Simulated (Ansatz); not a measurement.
Consider interstitial Na in alpha quartz, charge state +1. All values below come from HSE06, atoms relaxed with HSE06 at the PBE lattice, PAW (plane waves to 420 eV; Ansatz, an electronic-structure program).

243-site cell at the relaxed PBE lattice, the Γ point alone, smearing 0.01 eV, spin-restricted, no finite-size correction. Energies are static. The charge state is imposed; whether it is stable for some Fermi level was not computed. Sites that were not tried may lie lower.

Relaxed starting cell (atoms counted from 1):

```
NaO162Si81
1.0
   15.06338     0.00000     0.00000
   -7.53169    13.04527     0.00000
    0.00000     0.00000    16.52854
Si O Na
81 162 1
Cartesian
 -1.18562   2.08735   1.86341
 -1.24935   2.10530   7.33209
 -1.20706   2.13545  12.82903
 -3.79694   6.43118   1.77795
 -3.75420   6.45164   7.35399
 -3.78135   6.48961  12.91474
 -6.22075  10.87617   1.83919
 -6.24287  10.80798   7.35272
 -6.23955  10.77690  12.86918
  3.81776   2.11344   1.82956
  3.93820   1.95033   7.33379
  3.76645   2.12907  12.81025
  1.27805   6.44519   1.83909
  1.10547   6.60016   7.31010
  1.32170   6.41979  12.80899
 -1.22732  10.77540   1.81088
 -1.20307  10.78104   7.33314
 -1.22059  10.76697  12.87823
  8.86226   2.06598   1.80980
  8.83343   2.09622   7.34094
  8.88436   1.98588  12.92883
  6.29502   6.47546   1.85925
  6.30843   6.45532   7.36308
  6.29790   6.43916  12.82897
  3.83098  10.73634   1.86632
  3.82381  10.79924   7.33971
  3.82509  10.85450  12.88403
  1.29784   2.25431  -0.00063
  1.34822   2.29048   5.59016
  1.30395   2.31425  10.93678
 -1.24613   6.60223   0.00432
 -1.30187   6.60565   5.44902
 -1.26750   6.60695  11.09566
 -3.70104  11.03090  -0.01184
 -3.73534  10.92397   5.50252
 -3.72383  10.93490  11.05622
  6.33526   2.22532  -0.00543
  6.35046   2.20969   5.43251
  6.36571   2.17897  11.07848
  3.79422   6.57856  -0.00083
  3.69105   6.53579   5.59623
  3.80969   6.47058  10.93137
  1.28587  10.85064   0.03017
  1.31003  10.95260   5.50471
  1.30875  10.93831  11.06526
 11.39772   2.31340   0.01124
 11.32700   2.24562   5.47145
 11.32312   2.23072  11.02522
  8.74815   6.54171  -0.03079
  8.81111   6.60530   5.46265
  8.82479   6.61372  11.02285
  6.32701  10.96501  -0.00048
  6.32905  10.96852   5.50823
  6.32882  10.96765  11.01890
  2.44734   0.02532   3.69857
  2.44257  -0.02800   9.19507
  2.39478   0.02011  14.66421
 -0.04442   4.32978   3.71712
 -0.28617   4.38889   9.19568
 -0.08317   4.36648  14.69781
 -2.72767   8.69008   3.59823
 -2.60649   8.70063   9.18636
 -2.64781   8.71133  14.71797
  7.50458  -0.02680   3.61331
  7.45856  -0.02132   9.17339
  7.46301  -0.06920  14.74968
  4.89301   4.35724   3.71809
  5.15591   4.26100   9.21920
  4.93692   4.33266  14.68818
  2.42218   8.67632   3.69868
  2.43148   8.69736   9.16482
  2.45394   8.69288  14.66775
 12.44768  -0.01180   3.65848
 12.47738   0.00165   9.17469
 12.52395   0.05398  14.68844
  9.92935   4.32955   3.64989
  9.93271   4.35169   9.19457
  9.93951   4.32801  14.71671
  7.48183   8.74316   3.64327
  7.43399   8.71271   9.18737
  7.37709   8.68902  14.66160
  0.19740   1.80501   1.08884
  0.20152   1.90458   6.65473
  0.15549   1.92460  11.98241
 -2.37812   6.16171   1.06454
 -2.36816   6.16986   6.57455
 -2.33810   6.25884  12.23608
 -4.81048  10.64804   1.09550
 -4.84619  10.53286   6.60327
 -4.83555  10.48496  12.13193
  5.21302   1.82309   1.08239
  5.20317   1.63271   6.42513
  5.15037   1.79384  12.05694
  2.65504   6.15352   1.05811
  2.51841   6.09277   6.66379
  2.66656   6.05516  11.98447
  0.15687  10.38840   1.08412
  0.19560  10.50311   6.58284
  0.16993  10.48585  12.11214
 10.26314   1.83619   1.05186
 10.21988   1.82648   6.56802
 10.24318   1.72559  12.10818
  7.66662   6.12133   1.09175
  7.62471   6.22419   6.48421
  7.71524   6.18131  12.11106
  5.22080  10.51210   1.08439
  5.21220  10.50788   6.57889
  5.19587  10.56056  12.08945
  0.93855   3.64178   4.81468
  0.89157   3.63378  10.04671
  0.83604   3.60750  15.78341
 -1.79069   7.89024   4.63468
 -1.68602   7.90818  10.25171
 -1.69743   7.95117  15.77682
 -4.14465  12.28395   4.74281
 -4.20220  12.28681  10.31580
 -4.13806  12.36163  15.71735
  5.83551   3.58639   4.77888
  6.04460   3.59320  10.35552
  5.87852   3.55701  15.73916
  3.25457   7.88194   4.84120
  3.35797   7.76802  10.10082
  3.36421   7.91818  15.74663
  0.86173  12.30651   4.75571
  0.84060  12.24022  10.24226
  0.83201  12.22491  15.85327
 10.89047   3.60408   4.72572
 10.82330   3.57233  10.28851
 10.93333   3.67137  15.80593
  8.43057   7.96035   4.68563
  8.36923   7.95759  10.26021
  8.26599   7.86881  15.72558
  5.85745  12.31207   4.75492
  5.90157  12.31708  10.24738
  5.88739  12.32244  15.77900
  3.36701   0.78114   2.61560
  3.44026   0.64274   8.10563
  3.24978   0.78781  13.52928
  0.85298   5.10253   2.62734
  0.54046   5.29418   8.11274
  0.86913   5.10973  13.62508
 -1.79298   9.45662   2.53787
 -1.63928   9.45189   8.13572
 -1.70982   9.41353  13.60431
  8.46000   0.67483   2.52141
  8.40971   0.75526   8.12760
  8.45819   0.63778  13.69440
  5.81866   5.18786   2.70242
  6.03029   5.07663   8.16338
  5.86886   5.10813  13.62399
  3.44632   9.38959   2.67567
  3.37124   9.45358   8.10486
  3.40550   9.50489  13.65399
 13.38543   0.72815   2.57375
 13.40474   0.74723   8.08218
 13.48028   0.76714  13.59267
 10.83612   5.08491   2.55247
 10.90290   5.11161   8.15094
 10.81979   5.12330  13.62520
  8.41987   9.51556   2.58767
  8.36189   9.45920   8.10137
  8.35155   9.42797  13.60924
  2.70074   2.52981   0.74394
  2.69708   2.59312   6.48015
  2.67880   2.63520  11.71298
  0.13532   6.87298   0.78840
  0.08200   7.03484   6.17436
  0.18328   6.84921  11.74721
 -2.29267  11.30798   0.72152
 -2.32373  11.16260   6.23966
 -2.32945  11.23653  11.80243
  7.72898   2.50932   0.75068
  7.68757   2.49753   6.27515
  7.72325   2.39699  11.89219
  5.16957   6.87641   0.77967
  5.03915   6.79358   6.42914
  5.19464   6.76333  11.68570
  2.67618  11.09641   0.80243
  2.70147  11.23067   6.26746
  2.67287  11.28568  11.84189
 12.76833   2.60087   0.81093
 12.73758   2.50635   6.21098
 12.70530   2.55691  11.78511
 10.16523   6.83548   0.67457
 10.17177   6.85102   6.28714
 10.22194   6.90260  11.77120
  7.72259  11.26276   0.74820
  7.71124  11.27267   6.28008
  7.72785  11.23069  11.77292
  1.58415   1.10072   4.54487
  1.54318   1.12794   9.87266
  1.45831   1.07695  15.43784
 -1.02645   5.36065   4.47075
 -1.19579   5.32287  10.10537
 -1.03246   5.42960  15.44474
 -3.63219   9.73644   4.41942
 -3.53296   9.76615   9.96024
 -3.54680   9.81018  15.47555
  6.58289   1.10647   4.29369
  6.52114   1.03905   9.95147
  6.52025   1.02513  15.46244
  3.90386   5.33735   4.54446
  4.01124   5.23444   9.86224
  3.99562   5.37924  15.46894
  1.49069   9.77464   4.41752
  1.57156   9.72164  10.04200
  1.46243   9.70410  15.43588
 11.49246   1.05808   4.39531
 11.54076   1.07334   9.92458
 11.62153   1.16117  15.43246
  8.99041   5.39311   4.41574
  8.99220   5.42373   9.94487
  8.91206   5.33294  15.44358
  6.54217   9.78380   4.43762
  6.48807   9.77016   9.94824
  6.48773   9.78064  15.44293
 -0.94737   3.21110   2.99876
 -1.16878   3.30561   8.42036
 -1.01152   3.30956  13.91209
 -3.68194   7.64673   2.83288
 -3.55617   7.66379   8.39951
 -3.65233   7.66818  14.00637
 -6.08165  12.06132   2.93460
 -6.06050  11.98294   8.44631
 -6.06763  11.95942  13.95343
  3.98522   3.31000   2.90192
  4.30612   3.11771   8.41883
  3.98707   3.29314  13.89956
  1.48359   7.63969   2.90354
  1.37820   7.76609   8.36355
  1.57579   7.63734  13.82489
 -0.97921  11.93502   2.90280
 -1.02993  12.00097   8.37727
 -1.01951  11.93001  13.97546
  9.00201   3.22912   2.92355
  9.00004   3.30908   8.39220
  9.08057   3.17895  13.98896
  6.52262   7.70567   2.87269
  6.49483   7.64695   8.42370
  6.40311   7.68285  13.85184
  3.98422  11.94929   2.91901
  4.00637  11.97669   8.42498
  4.02534  12.05273  13.93991
  2.45966   4.26905   8.25766
```
Cell charge +1.

End state 1 differs by these moves (Å; atoms that move under 0.25 Å are left out):

| atom | element | Δx | Δy | Δz |
|---|---|---|---|---|
| 29 | Si | -0.09 | -0.28 | -0.13 |
| 41 | Si | 0.17 | 0.25 | -0.11 |
| 59 | Si | 0.30 | 0.03 | -0.11 |
| 68 | Si | -0.29 | 0.06 | -0.13 |
| 83 | O | -0.09 | -0.24 | -0.14 |
| 87 | O | 0.01 | -0.20 | -0.23 |
| 88 | O | 0.02 | -0.26 | -0.11 |
| 95 | O | 0.15 | 0.43 | -0.10 |
| 119 | O | -0.27 | -0.07 | -0.22 |
| 121 | O | 0.26 | 0.16 | -0.27 |
| 140 | O | 0.45 | -0.08 | -0.10 |
| 147 | O | -0.22 | 0.15 | -0.11 |
| 149 | O | -0.26 | 0.05 | -0.14 |
| 151 | O | -0.17 | 0.11 | -0.23 |
| 164 | O | -0.03 | -0.42 | -0.22 |
| 174 | O | -0.07 | 0.20 | -0.15 |
| 176 | O | 0.21 | 0.22 | -0.17 |
| 178 | O | 0.03 | 0.25 | -0.13 |
| 190 | O | -0.19 | -0.19 | -0.22 |
| 194 | O | 0.27 | 0.15 | -0.27 |
| 218 | O | 0.29 | 0.07 | -0.17 |
| 222 | O | 0.23 | -0.09 | -0.13 |
| 223 | O | 0.14 | -0.16 | -0.15 |
| 227 | O | -0.38 | 0.19 | -0.22 |
| 244 | Na | 0.14 | 0.08 | -1.83 |

**Question.** What is the computed forward and backward barriers to end state 1 (HSE06, atoms relaxed with HSE06 at the PBE lattice, PAW)?

**Answer.** forward 0.11 eV, backward 0.11 eV; at the saddle point atom 244 has neighbours 2 O at 2.19, 2 O at 2.21; Si at 2.78, Si at 2.81 Å. The saddle point's order was not checked, and it lies on a symmetry element of the cell, where a band can be held.
